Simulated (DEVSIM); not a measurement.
Device: Cr/La2O3/SiO2/p-Si capacitor, at 300 K.

| layer (left to right) | material | thickness (nm) | Na (cm⁻³) |
|---|---|---|---|
| 1 | La2O3 | 16.0 | - |
| 2 | SiO2 | 1.00 | - |
| 3 | Si | 12000 | 2.2e15 |

Metal gate on the left, work function 4.5 eV. Fixed charge at the semiconductor interface 0 cm⁻² (in units of +e); no interface traps.

This is a model device: material constants are rounded textbook-type values typed into the input, and sizes, dopings and lifetimes were drawn at random. Values at 300 K.

| parameter | La2O3 | SiO2 | Si |
|---|---|---|---|
| gap (eV) | 5.8 | 9 | 1.124 |
| affinity (eV) | 1.8 | 0.9 | 4.05 |
| permittivity | 27 | 3.9 | 11.7 |
| Nc (cm⁻³) | - | - | 2.86e19 |
| Nv (cm⁻³) | - | - | 3.1e19 |

Model (solved in DEVSIM): 1D Poisson equation in equilibrium, Boltzmann statistics, complete ionisation; no quantum confinement or tunnelling. Metal contacts follow the ideal Schottky-Mott rule: no Fermi-level pinning, no interface dipoles.

### Question
Tabulate band edges, carrier densities and field at 0.0 V on the gate.

### Answer
Energies count from the Fermi level of the right contact; mesh points crowd at the junctions.

| x (μm) | Ec (eV) | Ev (eV) | n (cm⁻³) | p (cm⁻³) | field (V/cm) |
|---|---|---|---|---|---|
| 0.000 | 2.700 | -3.100 | < 1e2 | < 1e2 | 7000 |
| 0.001789 | 2.701 | -3.099 | < 1e2 | < 1e2 | 7000 |
| 0.006139 | 2.704 | -3.096 | < 1e2 | < 1e2 | 7000 |
| 0.01226 | 2.709 | -3.091 | < 1e2 | < 1e2 | 7000 |
| 0.01576 | 2.711 | -3.089 | < 1e2 | < 1e2 | 7000 |
| 0.01657 | 3.614 | -5.386 | < 1e2 | < 1e2 | 49000 |
| 0.01777 | 0.467 | -0.657 | 4.0e11 | 2.9e8 | 16000 |
| 0.02307 | 0.476 | -0.648 | 2.9e11 | 4.0e8 | 16000 |
| 0.03517 | 0.495 | -0.629 | 1.4e11 | 8.4e8 | 16000 |
| 0.06929 | 0.546 | -0.578 | 1.9e10 | 6.1e9 | 14000 |
| 0.1587 | 0.661 | -0.463 | 2.2e8 | 5.2e11 | 11000 |
| 0.5700 | 0.870 | -0.254 | 69000 | 1.7e15 | 750 |
| 1.497 | 0.877 | -0.247 | 53000 | 2.2e15 | ≈ 0 |
| 4.110 | 0.877 | -0.247 | 53000 | 2.2e15 | ≈ 0 |
| 9.615 | 0.877 | -0.247 | 53000 | 2.2e15 | ≈ 0 |
| 11.12 | 0.877 | -0.247 | 53000 | 2.2e15 | ≈ 0 |
| 11.69 | 0.877 | -0.247 | 53000 | 2.2e15 | ≈ 0 |
| 11.90 | 0.877 | -0.247 | 53000 | 2.2e15 | ≈ 0 |
| 11.99 | 0.877 | -0.247 | 53000 | 2.2e15 | ≈ 0 |
| 12.01 | 0.877 | -0.247 | 53000 | 2.2e15 | ≈ 0 |
| 12.01 | 0.877 | -0.247 | 53000 | 2.2e15 | ≈ 0 |
| 12.02 | 0.877 | -0.247 | 53000 | 2.2e15 | ≈ 0 |
